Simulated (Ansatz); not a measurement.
BP (F-43m), PBE with spin-orbit coupling, rigid bands in Ansatz (an electronic-structure program): Condition of this run: functional PBE, cell relaxed with it. band gap 1.24 eV, N_c = 4.06e19 cm⁻³ and N_v = 2.53e19 cm⁻³ at 300 K, conductivity masses of 0.333 mₑ (electrons) and 0.424 mₑ (holes). Take k_BT = 0.02585 eV.

Find the intrinsic carrier density and the intrinsic Fermi level.

n_i = √(N_c N_v) exp(−E_g/2k_BT) = 3.20e19 × exp(−23.98) = 1.2e9 cm⁻³. The level lies (k_BT/2) ln(N_v/N_c) = -6 meV from mid-gap (positive towards the conduction band). Each 0.1 eV added to the gap lowers n_i by a factor of 6.9.

What thermal injection velocity √(2k_BT/πm) limits a ballistic channel?

9.32e6 cm/s for electrons and 8.26e6 cm/s for holes, a ratio of √(m_h/m_e) = 1.13, for dilute carriers.

A film of it is 8 nm thick. Estimate the confinement energies in an infinite well.

ħ²π²/(2m t²) = 0.376 eV·nm²/(m/mₑ × t²) gives 17.6 meV for electrons and 13.9 meV for holes, so the gap would widen to about 1.27 eV. Finite barriers and nonparabolic bands lower this, and with several valleys or bands the heaviest mass along the normal sets the lowest level, not this average.

Rigid, parabolic bands with the computed gap; masses take one relaxation time for all states.
